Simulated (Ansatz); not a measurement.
NH2 on the 1x1 (0001) surface of hcp Co, ferromagnetic, one in a 2x2 cell, energies for each (21.5 Å²). Energies are against NH3(g) − ½ H2(g), without zero-point or thermal terms; each row is named by its start.

Computed with PBE (plane waves to 420 eV, PAW; Ansatz, a first-principles code).

Model: 19-atom slab, 6.0 Å thick at the start under the adsorbate (thin: gaps and levels are the slab's own), 7x7x1 mesh, Fermi-Dirac 0.1 eV, dipole correction, 8 atoms held, the rest relaxed; each run with such symmetry as its start has; spin-polarised, no spin-orbit, no U, no dispersion correction.

A negative adsorption energy means that the adsorbate is more stable on the surface than in its reference. Starts that drift may end in the same place. Heights count from the host atoms within 0.3 Å of the top one.

```
starting site                           E_ads (eV)  height (Å)  nearest host atom (Å)  bonded to  Δ work function (eV)  lateral drift (Å)  moment (μB)
--------------------------------------  ----------  ----------  ---------------------  ---------  --------------------  -----------------  -----------
top Co                                        0.05        1.52                Co 1.95       3 Co                 -1.78                1.3         26.9
hollow Co-Co-Co                               0.08        1.54                Co 1.95       3 Co                 -1.78                0.2         26.7
hollow Co-Co-Co over Co at depth 2.0 Å        0.05        1.52                Co 1.95       3 Co                 -1.78                0.2         26.9
bridge Co-Co (span 2.5 Å)                    -0.09        1.63                Co 1.97       2 Co                 -1.70                0.0         26.7
```
